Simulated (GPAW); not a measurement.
Input and output of a relaxation of cell and atoms for CaTl (Pm-3m, 2 atoms in the cell) (GPAW).

Level of theory: PBEsol, GPAW PAW datasets PBEsol (made by gpaw-setup) (plane waves; GPAW 25.7.0).

```
CELL_PARAMETERS angstrom
      3.84700     0.00000     0.00000
      0.00000     3.84700     0.00000
      0.00000     0.00000     3.84700
ATOMIC_POSITIONS crystal
  Ca 0.00000 0.00000 0.00000
  Tl 0.50000 0.50000 0.50000
```

Reference input (self-consistent single point, DFT PBEsol, plane waves, GPAW PAW datasets PBEsol (made by gpaw-setup)): mode = pw; ecut = 600 eV; xc = PBEsol; kpts = 7 7 7; mesh shift (steps) = 0.5 0.5 0.5; occupations.name = methfessel-paxton; occupations.width = 0.1 eV; occupations.order = 0; nbands = -6; convergence.density = 1e-05 e/electron; convergence.energy = 1e-05 eV/electron; symmetry.symmorphic = false. This run's input differs from it in these lines:

```diff
@@ -2,2 +2,4 @@
 from ase.dft.kpoints import monkhorst_pack
+from ase.filters import FrechetCellFilter
+from ase.optimize import BFGS
 from ase.units import GPa
@@ -25,2 +27,10 @@
 
+target = FrechetCellFilter(atoms, scalar_pressure=-2 * GPa)
+
+opt = BFGS(target, logfile='-')
+converged = opt.run(fmax=0.03, steps=40)
+print('Relaxation converged:', converged)
+print('Cell:', atoms.cell.cellpar().round(4))
+print(atoms.get_scaled_positions().round(5))
+
 energy = atoms.get_potential_energy()
```

Output (repeated stretches shortened):

```
     iter     time        total  log10-change:
                         energy   eigst   dens
iter:   1 --:--:--    -6.101605
iter:   2 --:--:--    -6.258138   -0.89  -1.47
iter:   3 --:--:--    -6.217977   -1.96  -1.51
iter:   4 --:--:--    -6.174974   -1.46  -1.58
iter:   5 --:--:--    -6.191183   -2.65  -2.12
iter:   6 --:--:--    -6.151519   -2.13  -2.18
iter:   7 --:--:--    -6.150095   -3.93  -2.78
iter:   8 --:--:--    -6.150588   -4.61  -2.89
iter:   9 --:--:--    -6.149344   -4.23  -2.75
iter:  10 --:--:--    -6.149373   -5.20  -3.48
iter:  11 --:--:--    -6.149450c  -4.77  -3.52
iter:  12 --:--:--    -6.149428c  -5.25  -3.50
iter:  13 --:--:--    -6.149355c  -5.13  -3.39
iter:  14 --:--:--    -6.149352c  -6.19  -3.95
iter:  15 --:--:--    -6.149352c  -7.76c -4.41
iter:  16 --:--:--    -6.149352c  -8.46c -4.53
iter:  17 --:--:--    -6.149352c  -8.87c -4.58
iter:  18 --:--:--    -6.149351c  -7.85c -4.62
iter:  19 --:--:--    -6.149350c  -7.03  -4.63
iter:  20 --:--:--    -6.149350c  -8.56c -4.72
iter:  21 --:--:--    -6.149350c  -7.45c -4.82
iter:  22 --:--:--    -6.149350c  -7.81c -4.93
iter:  23 --:--:--    -6.149351c  -7.70c -5.12c
Converged after 23 iterations.

Dipole moment: (0.000000, -0.000000, 0.000000) |e|*Ang

Energy contributions relative to reference atoms: (reference = -568384.050767)

Kinetic:         +0.586775
Potential:       +2.750750
External:        +0.000000
XC:              -9.057216
Entropy (-ST):   -0.006636
Local:           -0.426342
SIC:             +0.000000
--------------------------
Free energy:     -6.152669
Extrapolated:    -6.149351

Showing only first 2 kpts
 Kpt  Band  Eigenvalues  Occupancy
  0     9     -1.81485    2.00000
  0    10      7.47500    0.00000
  0    11      7.47500    0.00000
  0    12      8.31185    0.00000

  1     9     -1.40823    2.00000
  1    10      5.87218    2.00000
  1    11      7.57658    0.00000
  1    12      8.13247    0.00000

Fermi level: 6.42739

No gap
   [... lines left out ...]
Atomic positions and initial magnetic moments
Free energy:     -6.151743
Fermi level: 6.36886
No gap
Atomic positions and initial magnetic moments
Free energy:     -6.130886
Fermi level: 5.95363
No gap
   [... lines left out ...]
    -0.000000     0.011907     0.000000
     0.000000     0.000000     0.011907

Forces in eV/Ang:
  0 Ca    0.00000    0.00000    0.00000
  1 Tl    0.00000    0.00000   -0.00000

BFGS:    2 --:--:--       -6.879829        0.017285
Relaxation converged: True
Cell: [ 3.9148  3.9148  3.9148 90.     90.     90.    ]
[[0.  0.  0. ]
 [0.5 0.5 0.5]]
Energy (eV): -6.127433
Stress (GPa, Voigt): [ 1.9077  1.9077  1.9077  0.      0.     -0.    ]
```

The run converged. GPAW prints stress with tension positive. 

Summary of the result:
```
Property                                                                                  Result
-------------------------------------------------------  ---------------------------------------
Free energy E − TS (from the program's reference atoms)                               -6.1309 eV
Fermi level (on the code's own zero)                                                     5.95 eV
Pressure                                                                               -1.91 GPa
Final cell                                               a = b = c = 3.915 Å, α = β = γ = 90.00°
Final volume per atom                                                                   30.00 Å³
Relaxation steps                                                                               2
```

The starting cell comes from a database of published, mostly measured structures (it also holds non-ambient and calculated ones), without a prior relaxation at this level. The relaxation keeps the symmetry of its start, so its end need not be a minimum.

Cost on one core of a shared machine: roughly 60 s.
